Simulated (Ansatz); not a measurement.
System: LiF (model structure, started from the NiAs type, P6₃/mmc, No. 194, 4 atoms in the cell). Method: r²SCAN in Ansatz (plane waves, PAW).

Numerical settings: plane-wave cutoff 560 eV, 12×12×8 k mesh (along the axes of the cell as run), Fermi–Dirac smearing 0.01 eV, scalar-relativistic PAW data made under PBE.

Computed at the level's own relaxed cell.

```xyz
4
Lattice="2.7760 0.0000 0.0000 -1.3880 2.4041 0.0000 0.0000 0.0000 4.7829" Properties=species:S:1:pos:R:3 pbc="T T T"
Li     0.0000     0.0000     0.0000
Li     0.0000     0.0000     2.3914
F      0.0000     1.6027     1.1957
F      1.3880     0.8014     3.5871
```

List the 10 lowest band energies at Γ above −25 eV (eV, relative to the valence band maximum), grouping those that round alike.

At Γ: -21.27, -20.93, -2.72, -0.30, -0.18 (×2), 0.00 (×2), 10.18, 11.97.

Note: the relaxation could raise the start's symmetry but not lower it, so the cell can be a saddle point.

A model structure was made by putting elements into a prototype or built by hand; it is no filed structure, need not be a known phase, and can be a saddle point held by its symmetry.

Ansatz is a quantum-chemistry and plane-wave program.
